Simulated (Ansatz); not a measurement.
Formation energy of the localised charge states of Si vacancy in 4H silicon carbide (start: the Si(k) site; 96-site cell, 2×2×2 shifted sampling) against the Fermi level, Si-rich (Δμ(Si) = 0.00 eV; only phases computed here count, gases as isolated molecules at 0 K). Computed with PBE, PAW (plane waves to 420 eV; Ansatz, a program for electronic structure).

Charges from +1 to −3 were run; one beyond them could lie lower near a band edge.

Set-up: 96-site cell; 2×2×2 shifted k-points; host gap 2.23 eV; charged states image-corrected; corrections pass 1 eV, so highly charged states may be off by several tenths; flagged in the runs: a host whose relaxation on this sampling wasn't shown to rest.

Left out: charge +1 (level within 0.1 eV of a band edge or past it).

```json
[
 {"E_F − E_VBM (eV)": "0.00", "q = 0": "7.67", "q = −1": "8.32", "q = −2": "9.94", "q = −3": "12.02"},
 {"E_F − E_VBM (eV)": "0.28", "q = 0": "7.67", "q = −1": "8.04", "q = −2": "9.39", "q = −3": "11.18"},
 {"E_F − E_VBM (eV)": "0.56", "q = 0": "7.67", "q = −1": "7.76", "q = −2": "8.83", "q = −3": "10.35"},
 {"E_F − E_VBM (eV)": "0.83", "q = 0": "7.67", "q = −1": "7.48", "q = −2": "8.28", "q = −3": "9.51"},
 {"E_F − E_VBM (eV)": "1.11", "q = 0": "7.67", "q = −1": "7.20", "q = −2": "7.72", "q = −3": "8.68"},
 {"E_F − E_VBM (eV)": "1.39", "q = 0": "7.67", "q = −1": "6.93", "q = −2": "7.16", "q = −3": "7.85"},
 {"E_F − E_VBM (eV)": "1.67", "q = 0": "7.67", "q = −1": "6.65", "q = −2": "6.61", "q = −3": "7.01"},
 {"E_F − E_VBM (eV)": "1.95", "q = 0": "7.67", "q = −1": "6.37", "q = −2": "6.05", "q = −3": "6.18"},
 {"E_F − E_VBM (eV)": "2.23", "q = 0": "7.67", "q = −1": "6.09", "q = −2": "5.49", "q = −3": "5.34"}
]
```

Crossings of the lowest lines: (0/−1) at 0.64 eV; (−1/−2) at 1.63 eV; (−2/−3) at 2.07 eV.
